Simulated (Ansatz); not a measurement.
Given:

```xyz
4
Lattice="3.1570 0.0000 0.0000 -1.5785 2.7340 0.0000 0.0000 0.0000 5.1842" Properties=species:S:1:pos:R:3 pbc="T T T"
Si     0.0000     1.8227    -0.0025
Si     1.5785     0.9113     2.5896
C      0.0000     1.8227     1.9465
C      1.5785     0.9113     4.5386
```

Level of theory: r2SCAN with spin-orbit coupling, rigid bands (plane waves, PAW; Ansatz, an electronic-structure program). Condition of this run: hydrostatic pressure of -15 GPa (compression positive) (the target of the relaxation). Cell: cell and atoms relaxed with PBEsol, then loaded as said.

Question: Predict the electron conductivity mass (n e² τ/σ) at 300 K, by direction if it differs.

Answer: 0.45 (x), 0.45 (y), 0.27 (z) mₑ.

Question: Predict the hole conductivity mass (n e² τ/σ) at 300 K, by direction if it differs.

Answer: 1.07 (x), 1.07 (y), 1.38 (z) mₑ.

Question: And the band gap?

Answer: 2.76 eV at this level; semilocal functionals usually fall short of the measured gap.

Rigid bands, one relaxation time for all states, no polarons. Geometry: cell and atoms relaxed with PBEsol.
